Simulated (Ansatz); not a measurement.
Cost and result by functional for the surface energy of the (11-20) surface of wurtzite ZnO in its 1x1 cell (cut with top plane 2 O + 2 Zn, bottom plane 2 O + 2 Zn), outermost plane spacing 1.64 Å in the ideal cut, in Ansatz (plane waves, PAW). Single points on the PBE structure, on one kind of machine; costs are rough ratios of the slab run's core time (references not counted) to the cheapest single point. r2SCAN's cost holds its higher cutoff (500 against 420 eV). Differences are taken against HSE06 for comparison alone: no measured value is at hand, so the table doesn't rank accuracy. HSE06 ran on a coarser k-mesh, which lowers its cost and carries part of its shift.

Set-up: 32 atoms, O16Zn16, 11.5 Å thick at the start; mesh 5x5x1; 0.025 eV smearing; dipole correction on; all atoms relaxed; symmetry of the start imposed; no spin, no spin-orbit, no U. These notes are the PBE run's.

```
functional                     relative cost  surface energy (J/m²)  less HSE06 (J/m²)
-----------------------------  -------------  ---------------------  -----------------
LDA                                        1                   1.13               0.15
RPBE                                       1                   0.73              -0.26
PBEsol                                     1                   0.99               0.00
r2SCAN                                     2                   1.11               0.12
HSE06                                      9                   0.99               0.00
PBE (the relaxed run's value)              –                   0.88              -0.11
```

The values span 0.40 J/m², while the single points' costs differ by a factor of roughly 9. Differences are of unrounded values.

Ansatz is a quantum-chemistry and plane-wave program.
